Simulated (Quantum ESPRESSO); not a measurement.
**Short convergence ladders for Ge2Mo (I4mm, 3 atoms in the cell)**

```xyz
3
Lattice="-1.6684 1.6684 4.1137 1.6684 -1.6684 4.1137 1.6684 1.6684 -4.1137" Properties=species:S:1:pos:R:3 pbc="T T T"
Ge     0.0000     0.0000     5.4938
Ge     0.0000     0.0000     2.7835
Mo     0.0000     0.0000     0.0000
```

Base method: LDA (PZ), PSlibrary ultrasoft (LDA) pseudopotentials (plane waves; Quantum ESPRESSO 7.5).

Base settings: ecutwfc = 55 Ry; ecutrho = 330 Ry; occupations = smearing; smearing = gaussian; degauss = 0.0073499 Ry; potentials = {Ge: Ge.pz-n-rrkjus_psl.1.0.0.UPF, Mo: Mo.pz-spn-rrkjus_psl.1.0.0.UPF}; K_POINTS = automatic 5 5 5 0 0 0; conv_thr = 1e-09 Ry.

The count of work is k-points × plane waves × bands × iterations; it is no time. Core times come from one kind of shared machine, to one figure; runs under 30 s give none.

**The cutoff for other potential files**

Level: DFT, LDA (PW92), plane waves, PseudoDojo standard norm-conserving (LDA) pseudopotentials.

In this ladder: ecutrho = default; pseudopotentials = {Ge: Ge.upf, Mo: Mo.upf}.

The second cell is the first with its lattice scaled by 0.98.

The mesh stays at the base's, so the ladder's end is converged at best in this setting alone.

Only quantities that move along the ladder and can be compared are tabulated.

| ecutwfc | free energy less the last step's (meV/atom) | energy of the compressed cell less the first (meV/atom) | pressure (GPa) | largest difference of a force vector from the last step's (eV/Å) | count of work / last | core time / last (rough) |
|---|---|---|---|---|---|---|
| 36 Ry | 41289.51 | -22.98 | -1445.72 | 0.038 | 0.11 | – |
| 44 Ry | 11912.86 | -74.73 | -651.96 | 0.116 | 0.15 | – |
| 56 Ry | 951.12 | -25.85 | -101.70 | 0.010 | 0.21 | 0.3 |
| 68 Ry | 25.17 | -20.15 | -12.99 | 0.001 | 0.28 | 0.4 |
| 80 Ry | 0.72 | -20.14 | -8.63 | 0.000 | 0.35 | 0.3 |
| 96 Ry | 0.45 | -20.15 | -8.62 | 0.000 | 0.47 | 0.6 |
| 120 Ry | 0.27 | -20.15 | -8.62 | 0.000 | 0.65 | 0.9 |
| 160 Ry | 0.00 | -20.16 | -8.62 | 0.000 | 1.0 | 1 |

Coarsest ecutwfc that holds the free energy within 1 meV/atom of the last step, with all finer ones: 80 Ry, at 0.35 of the last step's count of work and about 0.3 of the last step's time; the step before is off by 25 meV/atom.

Coarsest ecutwfc that holds the energy of the compressed cell less the first within 0.2 meV/atom of the last step, with all finer ones: 68 Ry, at 0.28 of the last step's count of work and about 0.4 of the last step's time; the step before is off by 5.7 meV/atom.

Coarsest ecutwfc that holds the pressure within 0.2 GPa of the last step, with all finer ones: 80 Ry, at 0.35 of the last step's count of work and about 0.3 of the last step's time; the step before is off by 4.4 GPa.

The energy difference between the two cells stays within 1 meV/atom of the last step's from 68 Ry on, the total only from 80 Ry on: much of the error is common to both cells and cancels.

At the lowest cutoff the pressure lies 1440 GPa under the last step's, the usual sign of Pulay stress in an incomplete plane-wave basis.

**The relaxed cell against the cutoff**

On Ge₂Mo (I4/mmm, 3 atoms in the cell): atoms on their sites.

In this ladder: calculation = vc-relax; tprnfor = default; tstress = default. Moved along: ecutrho.

The mesh stays at the base's, so the ladder's end is converged at best in this setting alone.

Only quantities that move along the ladder and can be compared are tabulated.

| ecutwfc | relaxed volume (Å³/atom) | relaxation steps | core time / last (rough) |
|---|---|---|---|
| 28 Ry | 13.639 | 6 | 0.1 |
| 33 Ry | 14.282 | 5 | 0.2 |
| 38 Ry | 14.538 | 3 | 0.1 |
| 47 Ry | 14.599 | 4 | 0.2 |
| 55 Ry | 14.602 | 4 | 0.3 |
| 66 Ry | 14.626 | 4 | 0.5 |
| 82 Ry | 14.632 | 4 | 0.7 |
| 110 Ry | 14.633 | 4 | 1 |

Coarsest ecutwfc that holds the relaxed volume within 0.073 Å³/atom of the last step, with all finer ones: 47 Ry, at about 0.2 of the last step's time; the step before is off by 0.096 Å³/atom.

At the lowest cutoff the cell relaxes to a volume 6.8 % smaller than at the highest.

On the base run: the starting cell comes from a database of computed structures (which also holds hypothetical and non-ambient phases and stackings), without a prior relaxation at this level. Its lattice was rescaled by up to half a per cent. One atom was moved a little off its site on purpose. Spin polarisation is off. Without a gap this mesh is coarse (it stands for a supercell whose shortest vector is 17 Å).
